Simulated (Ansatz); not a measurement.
**Hypothetical P6_3/mmc HgI2: pressure series**

The reference is HgI2 in the 2H-MoS2 type structure (space group P6_3/mmc, No. 194; a = 4.1550 Å, c = 14.3911 Å; a hypothetical phase, not in the database extracts checked).

Cell and atoms are relaxed at each pressure.

Method: r2SCAN+rVV10 (Ansatz, a quantum-chemistry and plane-wave program; PAW; 500 eV plane waves; scalar-relativistic without spin-orbit coupling), earlier PAW set.

```json
[
 {"change": "base", "shortest interatomic distance": "3.065 Å", "band gap": "0.66 eV", "c/a ratio": "3.464"},
 {"change": "pressure −1 GPa", "shortest interatomic distance": "3.089 Å", "band gap": "0.96 eV", "c/a ratio": "3.670"},
 {"change": "pressure 3 GPa", "shortest interatomic distance": "3.012 Å", "band gap": "0.25 eV", "c/a ratio": "3.374"},
 {"change": "pressure 7 GPa", "shortest interatomic distance": "2.963 Å", "band gap": "zero", "c/a ratio": "3.355"},
 {"change": "pressure 15 GPa", "shortest interatomic distance": "2.894 Å", "band gap": "zero", "c/a ratio": "3.384"},
 {"change": "pressure 30 GPa", "shortest interatomic distance": "2.827 Å", "band gap": "zero", "c/a ratio": "3.595"},
 {"change": "pressure 50 GPa", "shortest interatomic distance": "2.847 Å", "band gap": "zero", "c/a ratio": "4.250"},
 {"change": "pressure 75 GPa", "shortest interatomic distance": "2.856 Å", "band gap": "zero", "c/a ratio": "4.675"},
 {"change": "pressure 100 GPa", "shortest interatomic distance": "2.818 Å", "band gap": "zero", "c/a ratio": "4.768"}
]
```

A case with no gap was solved on a k-mesh chosen for an insulator, which is coarse for it. From pressure 50 GPa on, the axis ratios lie over 15 % from the base's, so the cell there is far from its starting form. With Hg and I present, leaving out spin-orbit coupling can change the band edges. Load acts through the strain it causes; cell and atoms are relaxed under it. No phonon test of stability was made. No other phases were tried under pressure. All final runs are without spin polarisation. The zero or small gap of HgI2 under pressure 3 GPa, HgI2 under pressure 7 GPa and HgI2 under pressure 15 GPa can change with the level of theory.
